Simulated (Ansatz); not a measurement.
System: GeSb2Te4 (R3m, No. 160, 7 atoms in the cell; start mp-1224350). Method: PBE (PAW; Ansatz, a first-principles code).

Run with plane-wave cutoff 520 eV, 10×10×10 k mesh, Fermi–Dirac smearing 0.01 eV, scalar-relativistic PAW data made under PBE.

Cell (relaxed at this level):

```yaml
crystal:
  lattice:
    - [2.14896, 1.24070, 14.12770]
    - [-2.14896, 1.24070, 14.12770]
    - [0.00000, -2.48141, 14.12770]
  atoms:
    - { symbol: Ge, position: [0.42876, 0.42876, 0.42876] }
    - { symbol: Sb, position: [0.57408, 0.57408, 0.57408] }
    - { symbol: Sb, position: [0.00232, 0.00232, 0.00232] }
    - { symbol: Te, position: [0.12867, 0.12867, 0.12867] }
    - { symbol: Te, position: [0.86704, 0.86704, 0.86704] }
    - { symbol: Te, position: [0.28904, 0.28904, 0.28904] }
    - { symbol: Te, position: [0.71014, 0.71014, 0.71014] }
```

Task: What does this level give for the band gap, smallest direct gap on the k points sampled and Γ–Γ gap?

Result: 
* **band gap**: 0.33 eV
* **smallest direct gap on the k points sampled**: 0.36 eV
* **Γ–Γ gap**: 0.53 eV

Spin–orbit coupling is not included; with these elements it can move the gap by several tenths of an eV or more.

The computed numbers hold no vibrational or temperature effects.

It cost very roughly 6 core-minutes of CPU time.

A start named mp-… is a Materials Project structure, which need not be a measured phase.
